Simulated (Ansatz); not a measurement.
Start from MgH2 in the CdI2 type structure (space group P-3m1, No. 164; a = 2.9840 Å, c = 4.1127 Å; a hypothetical phase, not in the database extracts checked). Axes: x lies along a and z along c of the hexagonal cell.

(Cell as relaxed with PBE-D3(BJ).)

Levels (all Ansatz, a first-principles code, PAW): PBE-D3(BJ) (420 eV, without spin-orbit coupling); PBEsol-D3(BJ) (420 eV, no SOC).

Each level relaxes its own structure.

| base | PBE-D3(BJ) | PBEsol-D3(BJ) |
|---|---|---|
| volume per atom | 10.57 Å³ | 10.18 Å³ |
| lattice parameter a | 2.984 Å | 2.973 Å |
| band gap | 3.75 eV | 3.32 eV |

Perturbation: uniaxial strain ε_xx = −0.59 %, all other strain components held at zero; the atoms relax in the strained cell.

```json
[
 {"quantity": "shift of the gap caused by the change", "PBE-D3(BJ)": "-0.02 eV", "PBEsol-D3(BJ)": "-0.02 eV"},
 {"quantity": "smallest direct gap", "PBE-D3(BJ)": "4.83 eV", "PBEsol-D3(BJ)": "4.57 eV"},
 {"quantity": "stress (xx, yy, zz, yz, xz, xy; compression positive)", "PBE-D3(BJ)": "(0.73, 0.16, 0.00, -0.02, 0.00, 0.00) GPa", "PBEsol-D3(BJ)": "(0.76, 0.17, 0.01, 0.03, 0.00, 0.00) GPa"},
 {"quantity": "band gap", "PBE-D3(BJ)": "3.73 eV", "PBEsol-D3(BJ)": "3.30 eV"},
 {"quantity": "shortest interatomic distance", "PBE-D3(BJ)": "1.954 Å", "PBEsol-D3(BJ)": "1.951 Å"}
]
```

PBE-D3(BJ)'s smallest direct gap lies 0.26 eV above PBEsol-D3(BJ)'s; PBE-D3(BJ)'s band gap lies 0.43 eV above PBEsol-D3(BJ)'s; PBE-D3(BJ)'s shortest interatomic distance lies 0.0025 Å above PBEsol-D3(BJ)'s (0.1 %); the two agree on the shift of the gap caused by the change. Neither level is exact; PBEsol-D3(BJ) is the comparison here, not a measurement.

Whether these cells are dynamically stable was not tested.
